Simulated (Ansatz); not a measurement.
# How far PBE and r2SCAN part for hypothetical R-3m LuCuSe2, Cu → Hg

Start from LuCuSe2 (space group R-3m, No. 166; a = 3.9951 Å, c = 18.4055 Å (hexagonal axes); a hypothetical phase, not in the database extracts checked).

(Cell as relaxed with PBE.)

Levels (all Ansatz, an electronic-structure program, PAW): PBE (420 eV, no SOC); r2SCAN (500 eV, without spin-orbit coupling).

Each level relaxes its own structure.

```json
[
 {"base": "volume per atom", "PBE": "21.20 Å³", "r2SCAN": "20.88 Å³"},
 {"base": "lattice parameter a", "PBE": "3.995 Å", "r2SCAN": "3.967 Å"},
 {"base": "band gap", "PBE": "1.04 eV", "r2SCAN": "1.28 eV"}
]
```

Now apply this change: Hg takes the place of Cu on all its sites, then cell and atoms are relaxed.

```json
[
 {"quantity": "band gap", "PBE": "zero", "r2SCAN": "…"},
 {"quantity": "c/a ratio", "PBE": "5.430", "r2SCAN": "…"},
 {"quantity": "lattice parameter a", "PBE": "4.086 Å", "r2SCAN": "…"}
]
```

Problem. Predict the r2SCAN column.

Solution. 
- band gap, r2SCAN: zero
- c/a ratio, r2SCAN: 5.415
- lattice parameter a, r2SCAN: 4.054 Å

PBE's c/a ratio lies 0.015 above r2SCAN's; PBE's lattice parameter a lies 0.032 Å above r2SCAN's (0.8 %); the two agree on the band gap. Neither level is exact; r2SCAN is the comparison here, not a measurement.

Stability against distortions was not tested. As relaxed here, LuHgSe2 is a hypothetical phase, not in the database extracts checked. The final runs are not spin-polarised. An odd electron count without spin: LuHgSe2.
